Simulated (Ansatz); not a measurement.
CsCl-type CsBr, relaxed in Ansatz (plane waves) with several semilocal functionals. Each gives its own volume and its own elastic constant C11:

| level | V0 (Å³/atom) | elastic constant C11 (GPa) | ln V0 | ln C11 |
|---|---|---|---|---|
| LDA | 35.472 | 36.74 | 3.5687 | 3.6039 |
| r²SCAN | 40.390 | 30.53 | 3.6986 | 3.4187 |
| PBE | 42.272 | 26.76 | 3.7441 | 3.2869 |

Fit a straight line to ln C11 against ln V0. What does it predict for PBEsol, whose volume is 38.176 Å³/atom?

With x = ln V0 and y = ln C11: means 3.67047 and 3.43650; Σ(Δx Δy) = -0.02855, Σ(Δx²) = 0.01657, so the slope is -1.72. At x = 3.6422 the line gives y = 3.43650 + (-1.72) × (3.6422 − 3.67047) = 3.4851, or 32.63 GPa. The run with PBEsol gives 31.11 GPa, -4.7 % from the line. The rows used scatter about it by up to 3.1 %, while the largest value lies 37 % above the smallest.

Measured: 34.4 GPa (measured, 4 K, zero-point motion not removed; as tabulated in Vallin et al. (1964), doi:10.1063/1.1713597).

Ansatz's density-functional and Hartree–Fock values are scalar-relativistic unless marked +SOC, with PAW data made under PBE.

Ansatz is a program for electronic structure.
